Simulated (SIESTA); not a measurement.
**SIESTA run on Sn (I4_1/amd, 2 atoms in the cell): self-consistent single point**

Method of the run: GGA PBE, numerical atomic orbitals DZP, PseudoDojo PBE standard norm-conserving potentials (rewritten from UPF to PSML) (SIESTA).

The input file:

```
# files in the folder: Sn.psml (PseudoDojo PBE standard)
SystemName  Sn
SystemLabel siesta

NumberOfAtoms                2
NumberOfSpecies              1
%block ChemicalSpeciesLabel
  1 50 Sn
%endblock ChemicalSpeciesLabel
LatticeConstant              1.0 Bohr
%block LatticeVectors
    -5.574393491    5.574393491    3.032212966
     5.574393491   -5.574393491    3.032212966
     5.574393491    5.574393491   -3.032212966
%endblock LatticeVectors
AtomicCoordinatesFormat      Ang
%block AtomicCoordinatesAndAtomicSpecies
     0.000000000    2.949842000    0.802289000  1
     0.000000000    0.000000000    0.000000000  1
%endblock AtomicCoordinatesAndAtomicSpecies

XC.functional                GGA
XC.authors                   PBE
PAO.BasisSize                DZP
PAO.EnergyShift              0.01 Ry
MeshCutoff                   400 Ry
%block kgrid.MonkhorstPack
    9   0   0  0.0
    0   9   0  0.0
    0   0   9  0.0
%endblock kgrid.MonkhorstPack
OccupationFunction           FD
ElectronicTemperature        1578.21 K

MaxSCFIterations             150
SCF.Mixer.Method             Pulay
SCF.Mixer.Weight             0.2
SCF.Mixer.History            6
SCF.DM.Tolerance             1.0E-05
Diag.ParallelOverK           true
WriteForces                  true
```

Output, abridged:

```
reinit: Reading from file input.fdf

reinit: System Name: Sn
reinit: System Label: siesta

coor:   Atomic-coordinates input format  =     Cartesian coordinates
coor:                                          (in Angstroms)

siesta: Atomic coordinates (Bohr) and species
siesta:      0.00000   5.57439   1.51611  1        1
siesta:      0.00000   0.00000   0.00000  1        2

siesta: System type = bulk

initatomlists: Number of atoms, orbitals, and projectors:      2    36    64

siesta: ******************** Simulation parameters ****************************
redata: Spin configuration                          = none
redata: Time-Reversal Symmetry                      = T
redata: Number of Atomic Species                    =        1
redata: Mesh Cutoff                                 =   400.0000 Ry
redata: Net charge of the system                    =     0.0000 |e|
redata: Min. number of SCF Iter                     =        0
redata: Max. number of SCF Iter                     =      150
redata: SCF convergence failure will abort job
redata: SCF mix quantity                            = Hamiltonian
redata: Mix DM or H after convergence               =   F
redata: Recompute H after scf cycle                 =   F
redata: Mix DM in first SCF step                    =   T
redata: No kicks to SCF
redata: DM Mixing Weight for Kicks                  =     0.5000
redata: Require Harris convergence for SCF          =   F
redata: Harris energy tolerance for SCF             =     0.000100 eV
redata: Require DM convergence for SCF              =   T
redata: DM tolerance for SCF                        =     0.000010
redata: Require EDM convergence for SCF             =   F
redata: EDM tolerance for SCF                       =     0.001000 eV
redata: Require H convergence for SCF               =   T
redata: Hamiltonian tolerance for SCF               =     0.001000 eV
redata: Require (free) Energy convergence for SCF   =   F
redata: (free) Energy tolerance for SCF             =     0.000100 eV
redata: Using DFT-D3 dispersion                     =   F
redata: Using Saved Data (generic)                  =   F
redata: Method of Calculation                       = Diagonalization
redata: Electronic Temperature                      =  1578.2100 K
redata: Number of TDED substeps                     =        3
redata: Dynamics option                             = Single-point calculation
redata: Save all siesta data in one NC              =   F
redata: ***********************************************************************

%block SCF.Mixers
  Pulay
%endblock SCF.Mixers

%block SCF.Mixer.Pulay
  # Mixing method
  method pulay
  variant stable

  # Mixing options
  weight 0.2000
  weight.linear 0.2000
  history 6
%endblock SCF.Mixer.Pulay

DM_history_depth set to one: no extrapolation allowed by default for geometry relaxation
Size of DM history Fstack: 1
Total number of electrons:    28.000000
Total ionic charge:    28.000000

* ProcessorY, Blocksize:    1  37

* Orbital distribution balance (max,min):    36    36

 Kpoints in:          405 . Kpoints trimmed:          365

siesta: k-grid: Number of k-points = 365
siesta: k-points from Monkhorst-Pack grid
siesta: k-cutoff (effective) =    14.441 Ang
siesta: k-point supercell and displacements
siesta: k-grid:     9     0     0      0.000
siesta: k-grid:     0     9     0      0.000
siesta: k-grid:     0     0     9      0.000

diag: Algorithm                                     = D&C
diag: Parallel over k                               =   F
diag: Use parallel 2D distribution                  =   F
diag: Parallel block-size                           = 37
diag: Parallel distribution                         =     1 x     1
diag: Used triangular part                          = Lower
diag: Absolute tolerance                            =  0.100E-15
diag: Orthogonalization factor                      =  0.100E-05
diag: Memory factor                                 =  1.0000

superc: Internal auxiliary supercell:     7 x     7 x     5  =     245
superc: Number of atoms, orbitals, and projectors:    490   8820  15680

                        Single-point calculation

superc: Internal auxiliary supercell:     7 x     7 x     5  =     245
superc: Number of atoms, orbitals, and projectors:    490   8820  15680

outcell: Unit cell vectors (Ang):
       -2.949842    2.949842    1.604578
        2.949842   -2.949842    1.604578
        2.949842    2.949842   -1.604578

outcell: Cell vector modules (Ang)   :    4.469654    4.469654    4.469654
outcell: Cell angles (23,13,12) (deg):     97.4047     97.4047    137.9232
outcell: Cell volume (Ang**3)        :     55.8494
new_DM -- step:     1
Initializing Density Matrix...

Attempting to read DM from file... Failed...
DM filled with atomic data:

InitMesh: MESH = 54 x 54 x 80 = 233280
InitMesh: Mesh cutoff (required, used) =   400.000   463.086 Ry

stepf: Fermi-Dirac step function

        iscf     Eharris(eV)        E_KS(eV)     FreeEng(eV)     dDmax    Ef(eV) dHmax(eV)
   scf:    1    -4288.781141    -4288.407113    -4288.464800  0.852319 -3.314873  2.875951
   scf:    2    -4288.631192    -4288.521750    -4288.579888  0.033492 -3.380900  2.078077
   scf:    3    -4288.730595    -4288.641700    -4288.701125  0.082662 -3.551699  0.035678
   scf:    4    -4288.641632    -4288.641681    -4288.701140  0.002690 -3.557460  0.034976
   scf:    5    -4288.641818    -4288.641754    -4288.701173  0.001635 -3.554845  0.001713
   scf:    6    -4288.641768    -4288.641761    -4288.701173  0.000147 -3.555014  0.000016
mix: Pulay -- inversion failed, > SVD [rank/size] 4 / 5
   scf:    7    -4288.641761    -4288.641761    -4288.701173  0.000003 -3.555007  0.000085

SCF Convergence by DM+H criterion
max |DM_out - DM_in|         :     0.0000033622
max |H_out - H_in|      (eV) :     0.0000848136
SCF cycle converged after 7 iterations

Using DM_out to compute the final energy and forces

siesta: E_KS(eV) =            -4288.6418

siesta: E_KS - E_eggbox =     -4288.6418

siesta: Atomic forces (eV/Ang):
     1    0.000018   -0.000018    0.000000
     2   -0.000002    0.000002   -0.000000
   Tot    0.000016   -0.000017    0.000000
   Max    0.000018
   Res    0.000010    sqrt( Sum f_i^2 / 3N )
   Max    0.000018    constrained

Stress tensor Voigt[x,y,z,yz,xz,xy] (kbar):      -18.98      -18.98       -6.35        0.01        0.01        0.14
(Free)E + p*V (eV/cell)    -4288.1863
Target enthalpy (eV/cell)    -4288.7012

siesta: Program's energy decomposition (eV):
siesta: Ebs     =      -566.891562
siesta: Eions   =      3641.738807
siesta: Ena     =       127.428072
siesta: Ekin    =      2545.198045
siesta: Enl     =     -2122.149988
siesta: Eso     =         0.000000
siesta: Edftu   =         0.000000
siesta: DEna    =         2.181066
siesta: DUscf   =         0.535328
siesta: DUext   =         0.000000
siesta: Ex      =     -1131.481380
siesta: Ec      =       -68.614096
siesta: Exc     =     -1200.095476
siesta: Eharris =     -4288.641761
siesta: Etot    =     -4288.641761
siesta: FreeEng =     -4288.701173

siesta: Stress tensor (static) (eV/Ang**3):
siesta:    -0.011847    0.000090    0.000005
siesta:     0.000090   -0.011847    0.000005
siesta:     0.000005    0.000005   -0.003964

siesta: Cell volume =         55.849377 Ang**3

siesta: Pressure (static):
siesta:                Solid            Molecule  Units
siesta:           0.00010041          0.00010041  Ry/Bohr**3
siesta:           0.00921934          0.00921951  eV/Ang**3
siesta:          14.77101274         14.77129056  kBar
```

The run converged in 7 iterations.

The starting cell comes from a database of computed structures (which also holds hypothetical and non-ambient phases and stackings), without a prior relaxation at this level. Its lattice was rescaled by a random factor within 2.5 % of one. Values carry the incompleteness of an atom-centred basis.
